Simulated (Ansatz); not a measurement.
AlB2-type MgB₂ was calculated with BLYP (PAW; Ansatz, a quantum-chemistry and plane-wave program).

Settings: plane-wave cutoff 520 eV, 24×24×16 k mesh (along the axes of the cell as run), Fermi–Dirac smearing 0.05 eV, scalar-relativistic PAW data made under PBE.

Results at a series of volumes:

```
V (Å³/atom)  E − E_lowest (meV/atom)
-----------  -----------------------
9.372                           7.16
9.568                           1.73
9.763                           0.00
9.958                           1.63
10.153                          6.31
```

Fit the third-order Birch–Murnaghan equation and give B0 and B′.

V0 = 9.763 Å³/atom, B0 = 138 GPa, B′ = 3.7 (fit to the energies at full precision).

Shape and atoms are relaxed at each volume.

Measured, for comparison: bulk modulus 151 ± 5 GPa (room temperature, not corrected to a static lattice, B' fixed at 4, our sources range from 147 to 151; as tabulated in Vogt et al. (2001), arXiv:cond-mat/0102480). Computed (rounded) less measured: bulk modulus -9 % (-6 % to -9 % over the range).

Note: the bulk modulus comes from volumes at which shape and atoms were relaxed.

Static lattice: no zero-point or thermal effects.

It cost very roughly 2.7 core-minutes of CPU time.
